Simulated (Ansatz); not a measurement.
Phonon-limited transport in metals: Au (Fm-3m) under several functionals (Ansatz, a program for electronic structure, without spin-orbit coupling). The PBE cell:

Space group Fm-3m (No. 225); a = 4.1571 Å, b = 4.1571 Å, c = 4.1571 Å, α = 90.00°, β = 90.00°, γ = 90.00°

```json
[
 {"atom": "Au", "site": "4a", "symmetry": "m-3m", "x": "0.0000", "y": "0.0000", "z": "0.0000"}
]
```
(The calculation used a cell of 1 atom; values per cell refer to that cell.)

```json
[
 {"Functional": "LDA", "cell relaxed with": "LDA", "volume (Å³/atom)": "16.58", "resistivity at 300 K": "2.3 μΩ·cm", "mean free path at 300 K": "37 nm", "electron-phonon coupling λ": "0.165", "logarithmic mean phonon energy": "9.3 meV"},
 {"Functional": "PBE", "cell relaxed with": "PBE", "volume (Å³/atom)": "17.96", "resistivity at 300 K": "3.0 μΩ·cm", "mean free path at 300 K": "30 nm", "electron-phonon coupling λ": "0.196", "logarithmic mean phonon energy": "8.4 meV"}
]
```

Metals; harmonic phonons alone scatter; means over directions. The mean free path is weighted by the current that each state carries. Halving the electron mesh moves these values by up to 1 %; q meshes are mostly untested. Spin-orbit coupling is left out.
